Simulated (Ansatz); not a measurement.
Levels about the gap of amorphous Si₂₀Al₃₂O₈₈ (140 atoms in a cell of 1646 Å³, 2.86 g/cm³; zone centre alone, so wide bands show as single levels with stretches between that a denser mesh fills), at the geometry that PBE relaxed, where it gives 4.1 GPa on a denser mesh. The participation number counts the atoms over which a state spreads; weights are charges in smoothed Voronoi cells. The levels come from a single point, so bond lengths are those of that geometry. Method of the levels: PBE, scalar-relativistic without spin-orbit coupling (Ansatz, a program for electronic structure). Sampling: the zone centre alone; Fermi-Dirac width 0.02 eV; no spin polarisation. At PBE the levels at the filled edge of the gap are localised (band-tail or defect states), and the nearest spread-out levels lie 4.6 eV apart at the zone centre.

It comes from a melt-quench run on a machine-learned potential (CHGNet), relaxed afterwards by DFT. O atoms were pushed apart under 1.9 Å during the dynamics, to hinder bonds among them. The hot cell started wider than the set density and was brought back towards it in steps. It is the lowest in DFT energy of 4 quenches. It is a model cell: composition and starting density were chosen by hand, and all elements were melted together. No dispersion term was used. Its density started from a set value of 2.86 and ended at 2.86 g/cm³. The simulated quench (nominally 280 K/ps over its main leg) is rapid and tends to freeze in more defects than a deposited or slowly cooled glass has. A cell of this size samples the disorder only roughly. The volume was held where the preparation left it and the shape relaxed, at a PBE pressure of 4.1 GPa. Stress components on the final sampling reach 4.1 GPa.

| E - E(highest filled), eV | filling | participation number | largest on | weight O | weight Al | weight Si |
|---|---|---|---|---|---|---|
| -0.50 | filled | 9.1 | O, 2 neighbours | 0.95 | 0.03 | 0.02 |
| -0.45 | filled | 12.5 | O, 2 neighbours | 0.95 | 0.03 | 0.02 |
| -0.38 | filled | 7.9 | O, 2 neighbours | 0.95 | 0.03 | 0.02 |
| -0.34 | filled | 11.1 | O, 2 neighbours | 0.95 | 0.03 | 0.02 |
| -0.27 | filled | 8.6 | O, 3 neighbours | 0.95 | 0.03 | 0.02 |
| -0.16 | filled | 4.0 | O, 2 neighbours | 0.95 | 0.03 | 0.02 |
| 0.00 | filled | 3.2 | O, 2 neighbours | 0.95 | 0.02 | 0.02 |
| 3.81 | empty | 99.3 | Al, 4 neighbours | 0.62 | 0.29 | 0.08 |
| 4.99 | empty | 15.4 | Al, 4 neighbours | 0.58 | 0.37 | 0.05 |
| 5.35 | empty | 39.1 | Al, 4 neighbours | 0.63 | 0.32 | 0.05 |
| 5.50 | empty | 71.8 | Al, 4 neighbours | 0.65 | 0.25 | 0.10 |
| 5.57 | empty | 69.7 | Al, 4 neighbours | 0.65 | 0.29 | 0.06 |
| 5.65 | empty | 73.9 | O, 4 neighbours | 0.65 | 0.25 | 0.10 |
| 5.82 | empty | 65.3 | Al, 4 neighbours | 0.65 | 0.25 | 0.10 |

Most localised among these is the filled level at +0.00 eV, on a O atom, which has 2 neighbours (Si 1.63 Å, Al 1.71 Å).
